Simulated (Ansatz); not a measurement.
A series of runs on RuPb3 (I4/mmm, 4 atoms in the cell)

```yaml
crystal:
  lattice:
    - [-2.36288, 2.36288, 5.26318]
    - [2.36288, -2.36288, 5.26318]
    - [2.36288, 2.36288, -5.26318]
  atoms:
    - { symbol: Pb, position: [0.50000, 0.50000, 0.00000] }
    - { symbol: Pb, position: [0.75000, 0.25000, 0.50000] }
    - { symbol: Pb, position: [0.25000, 0.75000, 0.50000] }
    - { symbol: Ru, position: [0.00000, 0.00000, 0.00000] }
```

Base run A: Ansatz (a first-principles code) with PBE, self-consistent single point.

Its settings: basis.ecutwfc = 420 eV; kpoints.mp_grid.grid = 8 8 8; kpoints.mp_grid.shift = 0.5 0.5 0.5; hamiltonian.xc = pbe; hamiltonian.pseudopotentials = {kind: paw} (the program's default PAW files); scf.occupations.method = cold; scf.occupations.width = 0.2 eV.

The starting cell was generated: these elements placed on a structure prototype, without a prior relaxation; it need not be a known phase or ordering of this composition. Spin polarisation is off. In the base run, with a pressure of about -7 GPa the cell is away from its equilibrium volume at this level. Ansatz's pressure includes its estimate of the finite-basis (Pulay) stress.

Runs:
- B: hamiltonian.xc: pbe → lda [LDA (PW92)]
- C: hamiltonian.xc: pbe → pbesol [PBEsol]
- D: hamiltonian.xc: pbe → rpbe [RPBE]
- E: hamiltonian.xc: pbe → revpbe [revPBE]
- F: hamiltonian.xc: pbe → blyp [BLYP]
- G: basis.ecutwfc: 420 eV → 500 eV; hamiltonian.xc: pbe → r2scan [r2SCAN]

| run | pressure (GPa) |
|---|---|
| A | -7.00 |
| B | -11.48 |
| C | -9.92 |
| D | -5.34 |
| E | -5.81 |
| F | -3.30 |
| G | -8.64 |

Run D against A: The pressure goes from -7.00 to -5.34 GPa.

Run C against A: The pressure goes from -7.00 to -9.92 GPa.

Keys are those of Ansatz 0.2.
